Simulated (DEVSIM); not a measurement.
System: abrupt InP n-p junction, at 300 K.

Layer 1 from the left is InP, thickness (μm) 14.0, Nd (cm⁻³) 5.8e15, τn (s) 6.4e-9, τp (s) 6.4e-9. Layer 2 from the left is InP, thickness (μm) 0.330, Na (cm⁻³) 7.9e17, τn (s) 6.4e-9, τp (s) 6.4e-9.

Left contact: ohmic. Right contact: ohmic. Voltage is applied to the left contact. Recombination: SRH at mid-gap, radiative. Mobility is μmin + (μ − μmin)/(1 + (N/Nref)^α).

This is a model device: material constants are rounded textbook-type values typed into the input, and sizes, dopings and lifetimes were drawn at random. Values at 300 K.

InP: gap (eV) 1.344, affinity (eV) 4.38, permittivity 12.5, Nc (cm⁻³) 5.7e17, Nv (cm⁻³) 1.1e19, μn (cm²/Vs) 5200, μp (cm²/Vs) 170, μn,min 400, μp,min 10, Nref,n 3e17, Nref,p 4.9e17, αn 0.47, αp 0.62, B (cm³/s) 1.2e-10.

Estimate by hand the built-in potential, the peak field at zero bias, the capacitance at 6 V, and compare with a numerical solution.


- Built-in potential: ni = √(Nc Nv) exp(−Eg/2kT) = 1.29e7 cm⁻³ with Eg = 1.344 eV; Vbi = kT/q ln(Na Nd/ni²) = 1.157 V; numerical 1.157 V.
- Peak field at zero bias: depletion approximation: W = √(2εVbi/(qN)) = 0.527 μm with N = 5.76e15 cm⁻³; field = 2Vbi/W = 43900 V/cm; numerical 58700 V/cm (estimate below by 25 %).
- Capacitance at 6 V: C = √(qεN / 2(Vbi + |V|)) = 8.45 nF/cm²; numerical 8.48 nF/cm².

Simulated with DEVSIM: 1D drift-diffusion, Boltzmann statistics, complete ionisation; no tunnelling, impact ionisation, image-force lowering or self-heating.
